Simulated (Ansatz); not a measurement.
Take Y in the hcp (Mg type) structure (space group P6_3/mmc, No. 194; relaxed with 0.1 eV smearing) as the base.

```yaml
crystal:
  lattice:
    - [3.65235, 0.00000, 0.00000]
    - [-1.82617, 3.16303, 0.00000]
    - [0.00000, 0.00000, 5.70294]
  atoms:
    - { symbol: Y, position: [0.66667, 0.33333, 0.75000] }
    - { symbol: Y, position: [0.33333, 0.66667, 0.25000] }
```

Cartesian axes are those of the cell as printed.

The values are results of PBE in Ansatz (plane waves to 420 eV, PAW, scalar-relativistic without spin-orbit coupling), not measurements.

Base values:

The pressure is 0.0 GPa.

One thing is altered: compressive biaxial strain of 1.00 % in the plane normal to [001], as in epitaxy on a mismatched substrate; the out-of-plane cell vector and the atoms relax.

What happens to the pressure?

The pressure (mean of the normal stresses, compression positive) goes from zero to 0.6 GPa.

Stability against distortions was not tested. The final runs are not spin-polarised.

Ansatz is a first-principles code.
